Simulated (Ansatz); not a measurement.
For Ge2Sb2Te5 (P-3m1, No. 164, 9 atoms in the cell; start mp-3534), PBE-D4 (Ansatz, an electronic-structure program, PAW) gives:

```
Item                         Result
-------------------  --------------
lattice parameter a         4.225 Å
lattice parameter c        17.398 Å
formation enthalpy   -0.108 eV/atom
```

Problem. What does r²SCAN+rVV10 (PAW; Ansatz) give for the same quantities?

Solution. 
- lattice constant a: 4.213 Å (drops by 0.3 %)
- lattice parameter c: 17.695 Å (grows by 1.7 %)
- formation enthalpy: -0.073 eV/atom (moves by +0.035 eV/atom)

Changes are worked out from the printed values.

Unless a cell is named, each level is at its own relaxed cell (PBE-D4 29.89, r²SCAN+rVV10 30.23 Å³/atom).

Levels without +SOC leave out spin–orbit coupling, which shifts energies and cells of such heavy elements.

Caveats: a distance lies near a switch of the dispersion term, which can move the cell (PBE-D4); the relaxation could not lower the start's symmetry, so the cell can be a saddle point above a distorted one (PBE-D4, r²SCAN+rVV10). Ansatz's density-functional and Hartree–Fock values are scalar-relativistic unless marked +SOC, with PAW data made under PBE.

A start named mp-… is a Materials Project structure, which need not be a measured phase.
